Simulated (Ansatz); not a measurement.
## Defect calculation: W vacancy + C interstitial in bcc W

Calculation: PBE, PAW (plane waves to 420 eV; Ansatz, an electronic-structure program). Set-up: 54-site cell; 4×4×4 shifted k-points; start: the W site; off centre in the vacancy; no spin–orbit coupling; not converged in cell size; the relaxation kept the symmetry of the starting site; relaxed from one start, so a lower configuration may exist.

Neighbours after relaxation, in Å: of the emptied site: C 1.32; of the C atom: W 2.12, W 2.15, W 2.15, W 2.15, W 2.15.

Formation energies E_f are those of the neutral cell. Chemical conditions: impurity bounded by its compound with the host (Δμ(W) = 0.00 eV, Δμ(C) = -0.29 eV, bounded by hexagonal WC; only phases computed here count, gases as isolated molecules at 0 K). Reference phases: C: graphite, W: bcc W.

```
charge         moment (μB)  point group  largest move off a lattice site (Å)  E_f, impurity bounded by its compound with the host (eV)
------  ------------------  -----------  -----------------------------------  --------------------------------------------------------
0       not spin-polarised          C4v                                 0.27                                                      3.51
```

Point groups are those of the whole cell at tolerances of 0.03 and 0.1 Å ("near" where only the looser one holds); none is given for unsettled states.
